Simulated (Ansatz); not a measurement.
Phonon-limited resistivity of WB (Cmcm) against temperature in μΩ·cm, PBEsol, DFPT electron-phonon coupling, linearised Boltzmann equation run with Ansatz (a first-principles code), harmonic crystal at a fixed cell. x, y and z are the axes of this cell:
```yaml
crystal:
  lattice:
    - [1.57539, -4.22342, 0.00000]
    - [1.57539, 4.22342, 0.00000]
    - [0.00000, 0.00000, 3.08455]
  atoms:
    - { symbol: B, position: [0.56135, 0.43865, 0.25000] }
    - { symbol: B, position: [0.43865, 0.56135, 0.75000] }
    - { symbol: W, position: [0.85516, 0.14484, 0.25000] }
    - { symbol: W, position: [0.14484, 0.85516, 0.75000] }
```

```
T      ρ (x)  ρ (y)  ρ (z)
-----  -----  -----  -----
50 K   0.498  0.362  0.362
77 K    1.84   1.35   1.38
100 K   3.22   2.39   2.42
150 K      …   4.75   4.71
200 K   9.54      …   7.03
250 K   12.8   9.71   9.39
273 K   14.3   10.9   10.5
300 K   16.1   12.2   11.8
350 K   19.4   14.8   14.1
400 K   22.7   17.3   16.4
500 K   29.1   22.2   21.0
600 K   35.5   27.0   25.5
800 K   47.8   36.5   34.2
```

### Question
Fill in the missing entries.

### Answer

- 150 K, ρ (x): 6.34
- 200 K, ρ (y): 7.20

A metal at this level (no band gap). Only scattering by harmonic phonons is included (no impurities, grain boundaries, electron-electron scattering or thermal expansion). Spin-orbit coupling is left out, which matters with elements this heavy. Halving the electron mesh (28x28x28) moves the resistivity by up to 1 %. Smearing 0.20 eV; phonons on a 5x5x5 q mesh, which this run doesn't test and which matters most at low temperature.

Computed structure with no diffraction record at hand here (it may be known, metastable or hypothetical): WB (Cmcm).
